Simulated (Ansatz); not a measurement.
A calculation on wurtzite BN (high-pressure phase) returned lattice constant a 2.549 Å, lattice parameter c 4.215 Å.

For reference: lattice constant a 2.55 Å (measured, temperature not stated, not corrected to a static lattice; as tabulated in Doll et al. (2008), arXiv:0810.5476); lattice parameter c 4.2 Å (measured, temperature not stated, not corrected to a static lattice; as tabulated in Doll et al. (2008), arXiv:0810.5476).

Q: Which level of theory produced these numbers?
A. B3LYP (VWN-RPA form) (Ansatz, a quantum-chemistry and plane-wave program)
B. rVV10 (Ansatz)
C. HSE06 (Ansatz)
D. r²SCAN0 (Ansatz)

A: A, B3LYP (VWN-RPA form) (Ansatz)

The others give: rVV10 2.564 Å, 4.242 Å; r²SCAN0 2.530 Å, 4.184 Å; HSE06 2.535 Å, 4.191 Å.

Unless a cell is named, each level is at its own relaxed cell (B3LYP (VWN-RPA form) 5.93, HSE06 5.83, r²SCAN0 5.80, rVV10 6.04 Å³/atom).

Ansatz's density-functional and Hartree–Fock values are scalar-relativistic unless marked +SOC, with PAW data made under PBE.
